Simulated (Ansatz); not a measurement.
## KTaO3: pressure series

The parent structure is KTaO3 in the cubic perovskite structure (space group Pm-3m, No. 221; a = 4.0232 Å).

Cell and atoms are relaxed at each pressure.

Computed with PBE (Ansatz, an electronic-structure program; PAW; 420 eV plane waves; no spin-orbit coupling), earlier PAW set.

Two rows of this table had their results exchanged by mistake.

```
pressure          volume per atom (Å³)  shortest distance (Å)  band gap
----------------  --------------------  ---------------------  --------
pressure −2 GPa                  13.16                  2.019   2.15 eV
pressure −1 GPa                  13.09                  2.015   2.16 eV
pressure 3 GPa                   12.83                  2.001   2.21 eV
pressure 7 GPa                   12.58                  1.989   2.25 eV
pressure 15 GPa                   9.81                  1.830   2.72 eV
pressure 30 GPa                  11.54                  1.932   2.44 eV
pressure 50 GPa                  10.90                  1.896   2.55 eV
pressure 75 GPa                  10.29                  1.860   2.65 eV
pressure 100 GPa                 12.17                  1.966   2.33 eV
```

Which two?

The rows for pressure 15 GPa and pressure 100 GPa: the volume has to fall steadily with pressure, so 12.17 Å³ belongs to pressure 15 GPa and 9.81 Å³ to pressure 100 GPa.

With Ta present, leaving out spin-orbit coupling can change the band edges. Load acts through the strain it causes; cell and atoms are relaxed under it. Stability against distortions was not tested. Competing high-pressure phases were not computed.
